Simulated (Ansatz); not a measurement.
The reference is WSi₂ (space group I4/mmm, No. 139; a = 3.212 Å, c = 7.807 Å; relaxed with 0.1 eV smearing). Axes: x, y, z lie along a, b, c of the conventional cell.

Level of theory: r2SCAN, PAW, 500 eV (Ansatz, an electronic-structure program; no SOC), earlier PAW set.

Base values:

```
Quantity           Result
---------------  --------
Volume per atom  13.42 Å³
```

Modification: uniaxial stress, 8 GPa compression along x; all other stress components relax to zero.

Question: Estimate the effect on the secant Young's modulus along x, volume per atom, energy relative to the base and mean lateral Poisson ratio.

Answer: The secant Young's modulus along x amounts to 420 GPa; the volume per atom falls by 0.159 Å³, from 13.42 Å³ to 13.27 Å³; the energy rises by 6.3 meV/atom; the mean lateral Poisson ratio comes out as 0.19.

Load acts through the strain it causes; cell and atoms are relaxed under it. Stability under load was not tested beyond the relaxation. All final runs are without spin polarisation.
